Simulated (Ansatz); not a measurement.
The parent structure is FeNi₃ in the Cu3Au type structure (space group Pm-3m, No. 221; a = 3.5143 Å; ferromagnetic).

Structures relaxed with r2SCAN (Ansatz, a first-principles code, PAW, no spin-orbit coupling).

Base:

Simulated powder pattern, Cu Kα1, λ = 1.54056 Å (kinematic, ideal powder, no thermal factors, no anomalous dispersion; the 8 strongest lines at most, above 2 %, up to 2θ = 90°):

```
2θ (°)  I/Imax (%)    hkl
------  ----------  -----
44.62          100  (111)
52.00           46  (200)
76.63           26  (220)
```

Modification: cell and atoms relaxed at a pressure of 3 GPa.

After the change:

Simulated powder pattern, Cu Kα1, λ = 1.54056 Å (kinematic, ideal powder, no thermal factors, no anomalous dispersion; the 8 strongest lines at most, above 2 %, up to 2θ = 90°):

```csv
2θ (°),I/Imax (%),hkl
44.84,100,(111)
52.26,46,(200)
77.04,26,(220)
```

The indices refer to the base's conventional cell; one index is shown for lines that coincide.

The magnetic state is the one reached from the starting moments; the real material's order can differ, and small cells can't hold many antiferromagnetic ones. Load acts through the strain it causes; cell and atoms are relaxed under it. Whether these cells are dynamically stable was not tested.
